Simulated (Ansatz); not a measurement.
A relaxation of cell and atoms of NaAu (P4/mmm, 2 atoms in the cell) with Ansatz (a first-principles code).

Method of the run: PBE (plane waves, PAW; Ansatz).

```
CELL_PARAMETERS angstrom
      3.24663     0.00000     0.00000
      0.00000     3.24663     0.00000
      0.00000     0.00000     4.25540
ATOMIC_POSITIONS crystal
  Na 0.50000 0.50000 0.50000
  Au 0.00000 0.00000 0.00000
```

Reference input (self-consistent single point, DFT, PBE, plane waves, default PAW files): basis.ecutwfc = 420 eV; kpoints.mp_grid.grid = 8 8 6; kpoints.mp_grid.shift = 0.5 0.5 0.5; hamiltonian.xc = pbe; hamiltonian.pseudopotentials = {kind: paw} (the program's default PAW files); scf.occupations.method = gaussian; scf.occupations.width = 0.136 eV. This run's input differs from it in these lines:

```diff
@@ -23,2 +23,5 @@
     width: 0.136
+relax:
+  cell:
+    p_target: 2.0 GPa
 output:
```

Log, with long lists cut:

```
   [... SCF lines of the steps left out ...]
relax step   1: F+E_penalty+E_count = -14636.27032373 eV  Δ(F+E_penalty+E_count) = +0.000e0 eV  max|allowed force component| = 1.162e-28 eV/Å  Δτ_max = 0.0000 Å  P = -2.040 GPa  Ω = 44.854 Å³  (6 SCF iters, dr2 threshold 1.00e-7 eV, accepted)
relax step   2: F+E_penalty+E_count = -14636.28909217 eV  Δ(F+E_penalty+E_count) = -1.877e-2 eV  max|allowed force component| = 3.589e-29 eV/Å  Δτ_max = 0.0000 Å  P = +0.827 GPa  Ω = 40.906 Å³  energy of the carried Pulay correction = +5.722e-4 eV  [...]
   [... lines left out ...]
relax step   7: F+E_penalty+E_count = -14636.27977813 eV  Δ(F+E_penalty+E_count) = +2.508e-4 eV  max|allowed force component| = 8.086e-30 eV/Å  Δτ_max = 0.0000 Å  P = +2.006 GPa  Ω = 39.470 Å³  energy of the carried Pulay correction = +2.911e-6 eV  [...]
relax step   8: F+E_penalty+E_count = -14636.27977399 eV  Δ(F+E_penalty+E_count) = +4.140e-6 eV  max|allowed force component| = 7.494e-30 eV/Å  Δτ_max = 0.0000 Å  P = +2.007 GPa  Ω = 39.470 Å³  stress off target by 9.03e-3 GPa  SCF on the basis [...]
basis re-selected at this cell: Δ(F+E_penalty+E_count) = +4.140e-6 eV, ΔP = +0.000 GPa vs the last step
the relaxation is at rest under the 16 symmetry operations that the run kept from its start: a minimum is not shown …
Stability not checked: this state was not tested for a lower state beside it, because too few of the mixer's solves of this state at the end of the SCF gave a …
Free energy (F): -14636.279774 eV
Internal energy: -14636.275191 eV  (E = F + TS)
   [... lines left out ...]
Fermi energy:    10.864863 eV
   [... lines left out ...]
to start a new deck from the relaxed geometry:
  cell:  # Å, volume = 39.4702 Å³
    - [3.069739815284723, 1.561850614713118e-33, 0.0]
    - [1.561850614713118e-33, 3.069739815284723, 0.0]
    - [0.0, 0.0, 4.188574914212012]
  atoms:
    - { symbol: Na, position: [0.5, 0.5, 0.5] }
    - { symbol: Au, position: [-1.2236100558767244e-33, 7.530977524096873e-36, 0.0] }
```

The run converged. 

Summary of the result:
Free energy E − TS (on the zero of these files): -14636.2798 eV
Fermi level (on the code's own zero): 10.86 eV
Pressure: 2.01 GPa
Final cell: a = b = 3.070 Å, c = 4.189 Å, α = β = γ = 90.00°
Final volume per atom: 19.74 Å³
Relaxation steps: 8

The starting cell was generated: these elements placed on a structure prototype, without a prior relaxation; it need not be a known phase or ordering of this composition. Its lattice was rescaled by a random factor within 2.5 % of one. The relaxation keeps the symmetry of its start, so its end need not be a minimum. Ansatz's pressure includes its estimate of the finite-basis (Pulay) stress.

Keys are those of Ansatz 0.2.
